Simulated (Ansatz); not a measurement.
Consider HfO2 in the rutile structure (space group P4_2/mnm, No. 136; a = 4.8301 Å, c = 3.2097 Å; a cell from a computed database, its experimental status unchecked).

Now apply this change: cell and atoms relaxed at a pressure of 3 GPa.

Levels (all Ansatz, a quantum-chemistry and plane-wave program, PAW): PBEsol (420 eV, scalar-relativistic without spin-orbit coupling); PBEsol+SOC (420 eV, noncollinear with spin-orbit coupling).

The geometry is relaxed with PBEsol.

| Quantity | Result |
|---|---|
| PBEsol electron mass | 0.60 mₑ along c, 0.78 mₑ across (at Γ) |
| PBEsol lowest conduction level above the VBM at special points | Γ 3.93 eV; R 4.16 eV; M 4.20 eV; X 4.63 eV |
| PBEsol valence-band top at Γ | 0.00, -0.38, -0.38 eV |
| PBEsol pressure | 3.00 GPa |

With PBEsol+SOC at the same geometry, the electron mass becomes 0.62 mₑ along c, 0.78 mₑ across (at Γ) (PBEsol: 0.60 mₑ along c, 0.78 mₑ across (at Γ)); the lowest conduction level above the VBM at special points changes from Γ 3.93 eV; R 4.16 eV; M 4.20 eV; X 4.63 eV to Γ 3.93 eV; R 4.12 eV; M 4.20 eV; X 4.63 eV; the valence-band top at Γ (three highest Kramers pairs, from the VBM) goes from 0.00, -0.38, -0.38 eV to 0.00, -0.35, -0.39 eV; the pressure decreases by 0.30 GPa, from 3.00 GPa to 2.70 GPa.

Single points use the geometry relaxed with PBEsol. Differences between runs with and without spin-orbit coupling are approximate. With Hf present, leaving out spin-orbit coupling can change the band edges. The levels and masses belong to the bands next to the band gap. Load acts through the strain it causes; cell and atoms are relaxed under it. Masses are band curvatures over ±0.01 Å⁻¹ around the edge. Stability against distortions was not tested. This is not the structure that HfO2 has at room temperature and ambient pressure.
